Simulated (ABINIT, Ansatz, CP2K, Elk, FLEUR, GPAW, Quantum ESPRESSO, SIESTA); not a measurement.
Code comparison for SrTiO3 (Pm-3m, 5 atoms in the cell)

Self-consistent single point.

```xyz
5
Lattice="3.9890 0.0000 0.0000 0.0000 3.9890 0.0000 0.0000 0.0000 3.9890" Properties=species:S:1:pos:R:3 pbc="T T T"
Sr     0.0000     0.0000     0.0000
Ti     1.9945     1.9945     1.9945
O      1.9945     0.0000     1.9945
O      0.0000     1.9945     1.9945
O      1.9945     1.9945     0.0000
```

All programs got the same cell, k-point mesh and kind of occupations (in Ansatz's words: kpoints.mp_grid.grid = 6 6 6; scf.occupations.method = fermi_dirac; scf.occupations.width = 0.02 eV); potentials, basis and cutoffs are each program's usual ones.

```
code                                                                                                                                model  pressure (GPa)  gap on the mesh (eV)  k-points           cutoff
----------------  -----------------------------------------------------------------------------------------------------------------------  --------------  --------------------  --------  ---------------
SIESTA            GGA PBE, numerical atomic orbitals DZP, PseudoDojo PBE standard norm-conserving potentials (rewritten from UPF to PSML)           -3.51                 1.706       132      grid 300 Ry
ABINIT                                                                                                        PBE, PAW (JTH v2.0 PBE PAW)           -6.54                 1.756        20            30 Ha
FLEUR                                                                        PBE, all-electron FLAPW (FLEUR), scalar-relativistic valence               –                 1.770        20  Kmax 4.8 1/bohr
Quantum ESPRESSO                                                          PBE, PseudoDojo standard norm-conserving (PBE) pseudopotentials           -6.57                 1.781        20            85 Ry
GPAW                                                                                         PBE, GPAW PAW datasets PBE (gpaw-data 1.0.1)               –                 1.773        20           900 eV
Elk                                        PBE, all-electron FP-LAPW, Elk's shipped species files, APW+lo basis with extra local orbitals               –                 1.766        20       rgkmax 7.5
CP2K                                                              PBE, GPW, DZVP-MOLOPT-SR-GTH basis, GTH-PBE potentials (GTH_POTENTIALS)           -5.68                 1.671       112      grid 600 Ry
Ansatz                                                                                                             PBE, default PAW files           -6.75                 1.762        20          default
```

A dash marks a value that a program does not give, or that is left out as unsure.

Gaps are read on the mesh.

The spread over the programs that give each value: pressure within 3.24 GPa; gap on the mesh within 0.110 eV.

The starting cell has typed, rounded lattice constants, without a prior relaxation at this level. Its lattice was rescaled by a random factor within 2.5 % of one. On Ansatz's run: In the base run, with a pressure of about -6 GPa the cell is away from its equilibrium volume at this level.

Problem. Why do the programs differ, and what cannot be compared?

Solution. Differences of this kind can come from the potentials, where these differ, and from what each basis and cutoff leave unconverged. The zero of total energies and Fermi levels follows the potentials and each program's conventions, so they are not compared here. SIESTA and CP2K use small atom-centred bases, whose incompleteness enters pressures, forces and empty levels differently from a plane-wave cutoff. FLEUR and Elk treat all electrons, but the usual bases taken here (sphere radii, linearisation, local orbitals, empty states) were not tested for convergence, so the values are no reference for the others. Ansatz's pressure is given at a fixed set of plane waves, as the other plane-wave codes print theirs; with its correction for the finite basis it is -6.21 GPa (the shift of 0.54 GPa shows how far the cutoff is from converged). The pressure of GPAW is left out: its cutoff lies under the one at which its stress was checked. The programs reduce the same mesh by symmetry to different extents, which changes the work and not the result. In the pressure, SIESTA (by 3.06) lies more than 1 GPa from the median of the plane-wave programs.

Ansatz is an electronic-structure program.

Keys are those of Ansatz 0.2.
